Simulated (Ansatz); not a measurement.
Take CdF₂ in the fluorite structure (space group Fm-3m, No. 225) as the base.

```
CELL_PARAMETERS angstrom
      0.00000     2.69198     2.69198
      2.69198     0.00000     2.69198
      2.69198     2.69198     0.00000
ATOMIC_POSITIONS crystal
  Cd 0.00000 0.00000 0.00000
  F  0.25000 0.25000 0.25000
  F  0.75000 0.75000 0.75000
```

Cartesian axes are those of the cell as printed.

Computed with Ansatz (a first-principles code) PBEsol, spin-orbit coupling left out.

For the base:

The band gap is 2.94 eV.

Perturbation: compressive biaxial strain of 2.00 % in the plane normal to [001], as in epitaxy on a mismatched substrate; the out-of-plane cell vector and the atoms relax.

Task: Predict the new band gap and out-of-plane strain.

Result: The band gap goes up by 0.04 eV to 2.98 eV; the out-of-plane strain is +1.64 %.

Stability against distortions was not tested.
